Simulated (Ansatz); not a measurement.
Cubic perovskite BaZrO3

Calculation: r²SCAN (Ansatz, a first-principles code, PAW).

Run with plane-wave cutoff 600 eV, 6×6×6 k mesh, scalar-relativistic PAW data made under PBE.

Cell: measured lattice: a = 4.191 Å, b = 4.191 Å, c = 4.191 Å, α = 90.00°, β = 90.00°, γ = 90.00°.

```yaml
elastic constant C11: 333 GPa
elastic constant C12: 89.4 GPa
elastic constant C44: 92.1 GPa
Voigt–Reuss–Hill bulk modulus: 171 GPa
Voigt–Reuss–Hill shear modulus (Hill average): 103 GPa
young_modulus: 257 GPa
poisson_ratio: 0.249
```

Note: the cell isn't this level's own, so it is under some stress, which shifts stiffness and frequencies.

Elastic constants are with the ions relaxed.

Spin–orbit coupling is not included.

The computed numbers hold no vibrational or temperature effects.

It cost about 70 core-seconds (a rough figure) of CPU time.
